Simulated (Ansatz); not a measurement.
## What biaxial strain −2.73 %, plane normal [001], relaxed out of plane does to BN

The parent structure is BN in the zinc blende structure (space group F-43m, No. 216; a = 3.605 Å). Axes: x, y, z lie along the cube axes.

It is then changed as follows: compressive biaxial strain of 2.73 % in the plane normal to [001], as in epitaxy on a mismatched substrate; the out-of-plane cell vector and the atoms relax.

Method: PBEsol/PAW in Ansatz (a program for electronic structure), no spin-orbit coupling, earlier PAW set. k-mesh 16×16×16 (Γ-centred); smearing 0.05 eV (Fermi–Dirac).

- Volume per atom: 5.61 Å³ (base 5.86 Å³)
- Space group: I-4m2 (No. 119) (base F-43m (No. 216))
- Shortest interatomic distance: 1.539 Å (base 1.561 Å)
- Energy relative to the base (free energy F): +26 meV/atom
- Band gap: 3.96 eV (an upper bound: an edge found on the path is not a true extremum; the changed cell) (base 4.29 eV)
- Out-of-plane strain: +1.23 %
- Ratio −ε⊥/ε∥: 0.45
- Mean in-plane stress (compression positive): +26.9 GPa

Cost of the whole job for the changed cell (relaxation, final SCF and bands): very roughly 28 core-seconds.

Stability against distortions was not tested.
